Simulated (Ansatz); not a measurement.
Rock-salt LaSe, treated with PBEsol+SOC (plane waves, PAW; Ansatz, an electronic-structure program).

Settings: plane-wave cutoff 520 eV, 16×16×16 k mesh, Fermi–Dirac smearing 0.05 eV, PAW data made under PBE.

Cell (relaxed at this level):

```xyz
2
Lattice="0.0000 3.0096 3.0096 3.0096 0.0000 3.0096 3.0096 3.0096 0.0000" Properties=species:S:1:pos:R:3 pbc="T T T"
La     0.0000     0.0000     0.0000
Se     3.0096     3.0096     3.0096
```

Problem. Give the computed bulk modulus B0 and pressure derivative B′ of the bulk modulus.

Solution. 
- bulk modulus B0: 77.1 GPa
- pressure derivative B′ of the bulk modulus: 4.6

The run finds no gap.

Computed values are for the static lattice.
